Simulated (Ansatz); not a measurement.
A periodic model of amorphous In24O38Ti:

```
In24TiO38
1.0
    9.58526    -0.05792    -0.15968
   -0.05792     9.67136    -0.02358
   -0.15968    -0.02358     9.59917
In O Ti
24 38 1
Direct
  0.50885   0.03746   0.74807
  0.96602   0.95365   0.26449
  0.68282   0.58939   0.15130
  0.14790   0.29475   0.36814
  0.57877   0.96767   0.12807
  0.78218   0.15129   0.60614
  0.69593   0.46613   0.52836
  0.03677   0.46289   0.70040
  0.26620   0.72690   0.70036
  0.60648   0.79279   0.46989
  0.36948   0.33627   0.65145
  0.97419   0.69272   0.98074
  0.24480   0.83062   0.10314
  0.72423   0.37497   0.86849
  0.28419   0.17663   0.04438
  0.47489   0.18536   0.36225
  0.77685   0.23841   0.22962
  0.63801   0.72161   0.83749
  0.34244   0.52995   0.97415
  0.29755   0.93602   0.43786
  0.89438   0.03163   0.92533
  0.35971   0.57223   0.34171
  0.90141   0.82105   0.63254
  0.15366   0.10784   0.72887
  0.70437   0.14450   0.83761
  0.35670   0.18447   0.82181
  0.86903   0.81615   0.41178
  0.38129   0.66565   0.15023
  0.28172   0.37709   0.10719
  0.65997   0.78466   0.05593
  0.57073   0.53611   0.94158
  0.37562   0.98185   0.03039
  0.37376   0.37309   0.42878
  0.19287   0.92027   0.63020
  0.87641   0.49662   0.41278
  0.38211   0.72757   0.50285
  0.27151   0.50585   0.75494
  0.05248   0.65914   0.59692
  0.14093   0.51483   0.34172
  0.67108   0.95998   0.60753
  0.70935   0.67034   0.62963
  0.14386   0.29109   0.59933
  0.57619   0.38553   0.68845
  0.45786   0.82815   0.78362
  0.14911   0.82605   0.30959
  0.03472   0.89943   0.05890
  0.68321   0.25320   0.43075
  0.84576   0.81970   0.84615
  0.59642   0.58879   0.35325
  0.91478   0.51719   0.87107
  0.50624   0.93620   0.33412
  0.55593   0.18559   0.16401
  0.77011   0.39701   0.09095
  0.90841   0.65274   0.18411
  0.80043   0.03994   0.12980
  0.19147   0.70081   0.92291
  0.84754   0.34983   0.66906
  0.40438   0.11132   0.55796
  0.25946   0.12244   0.28672
  0.94540   0.03408   0.69100
  0.08210   0.15813   0.92905
  0.96407   0.16826   0.33814
  0.98690   0.63019   0.36460
```

Methods: PBE, scalar-relativistic without spin-orbit coupling (Ansatz, an electronic-structure program); r2SCAN, scalar-relativistic without spin-orbit coupling (Ansatz); HSE06, scalar-relativistic without spin-orbit coupling (Ansatz). Neutral PBE cell, which sets geometry, pressure and energy: sampling: a 2×2×2 Γ-centred mesh; Fermi-Dirac width 0.02 eV; no spin polarisation. Exact exchange is cut at the faces of this 10 Å cell, which leaves hybrid gaps a finite-size error.

The cell was made by melting and quenching with the CHGNet potential and then relaxed with DFT. O atoms were pushed apart under 1.9 Å during the dynamics, to hinder bonds among them. The hot cell started wider than the set density and was brought back towards it in steps. It is the lowest in DFT energy of 2 quenches. It is a model cell: composition and starting density were chosen by hand, and all elements were melted together. No dispersion term was used. Its density started from a set value of 6.37 and ended at 6.37 g/cm³. The quench (nominally 220 K/ps over its main leg) was far faster than any real one, so the model tends to hold more defects than a real film. Values belong to this one cell and scatter from quench to quench. The volume was held where the preparation left it and the shape relaxed.

**Question.** Give the pressure, the energy against reference phases and the spacing of the highest filled and lowest empty levels.

**Answer.** 
```json
{
 "Pressure on a 2×2×2 Γ-centred mesh": "0.66 GPa",
 "Largest force and stress component on that mesh (the relaxation ran on the zone centre alone)": "0.10 eV/Å and 0.7 GPa",
 "Energy relative to bixbyite In2O3 + anatase TiO2 (lowest mix at this level among the phases computed, not always the ambient ones)": "0.155 eV/atom",
 "Level gap on a 2×2×2 Γ-centred mesh (PBE)": "0.65 eV",
 "Level gap at the zone centre (PBE)": "0.68 eV",
 "Level gap at the zone centre (r2SCAN)": "1.10 eV",
 "Level gap at the zone centre (HSE06)": "2.08 eV",
 "Distance between the nearest levels spread over more than a fifth of the atoms or a third of the atoms of their main element (six at least) (PBE, zone centre)": "0.86 eV"
}
```

**Question.** At PBE and the zone centre, how localised are the states just below and above the Fermi level (participation number: the atoms over which a state spreads)?

**Answer.** The highest filled state is spread over 7.7 atoms' worth, largest on O53, with weights by element (charge in smoothed Voronoi cells) O 0.95, In 0.05, Ti 0.00. The lowest empty state is spread over 57.7 atoms' worth, largest on O29, with weights by element (charge in smoothed Voronoi cells) O 0.58, In 0.41, Ti 0.01.

At PBE the levels at the filled edge of the gap are localised (band-tail or defect states).

Neighbours within In-In 3.12 Å, In-O 2.68 Å, In-Ti 3.12 Å, O-O 1.58 Å, O-Ti 2.49 Å, Ti-Ti 3.12 Å count as bonded. Two cations that share two anions don't count as bonded, nor two that share one unless they lie closer than In-In 3.04 Å, In-Ti 3.04 Å, Ti-Ti 3.04 Å.

Added carriers, by Ansatz with PBE, scalar-relativistic without spin-orbit coupling on the zone centre alone. Charged cells keep the cell fixed and stand in a uniform background, with no image correction, at a width of 0.01 eV; where the count is odd the moment is locked at 1 μB, unless the neutral cell bore moments. Each starts from the undistorted neutral geometry alone. PBE's self-interaction favours spread-out carriers, so it can miss traps that a hybrid finds.

**Question.** What happens at PBE when the cell takes an extra electron and the atoms relax?

**Answer.** Relaxation lowers the charged cell by 0.01 eV. The largest moves are In10 0.04 Å, O27 0.04 Å, O35 0.04 Å, O62 0.03 Å. The level that holds the added charge spreads over 57.4 atoms' worth, most on O29 (weight 0.03): a carrier spread over the cell. No bond crosses its cut-off with a change of over 0.15 Å (metal-metal contacts aside). Made neutral again at that geometry, the cell lies +0.01 eV from the neutral start.

**Question.** What happens at PBE when the cell takes a hole and the atoms relax?

**Answer.** Relaxation lowers the charged cell by 0.07 eV. The largest moves are O50 0.10 Å, O61 0.09 Å, O35 0.09 Å, In3 0.07 Å. The level that was emptied spreads over 10.3 atoms' worth, most on O53 (weight 0.20): a partly localised carrier. No bond crosses its cut-off with a change of over 0.15 Å (metal-metal contacts aside). Made neutral again at that geometry, the cell lies +0.12 eV from the neutral start (a closed shell was imposed there, with levels 0.43 eV apart, so this is an upper bound).
